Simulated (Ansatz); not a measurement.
Cubic perovskite CsSrF₃

Computed with PBEsol-D3(BJ) (Ansatz, a program for electronic structure, plane waves, PAW).

Settings: plane-wave cutoff 520 eV, 8×8×8 k mesh, Fermi–Dirac smearing 0.01 eV, scalar-relativistic PAW data made under PBE.

Cell: relaxed at this level.

```
Item                                                Value
------------------------------------------  -------------
volume per atom                             20.72 Å³/atom
bulk modulus B0                                  47.0 GPa
band gap                                          6.39 eV
equilibrium lattice constant a                    4.696 Å
pressure derivative B′ of the bulk modulus            4.9
```

Note: the relaxation could not lower the start's symmetry, so the cell can be a saddle point above a distorted one.

Spin–orbit coupling is not included.

The computed numbers hold no vibrational or temperature effects.

Cost on a shared machine: roughly 110 core-seconds.
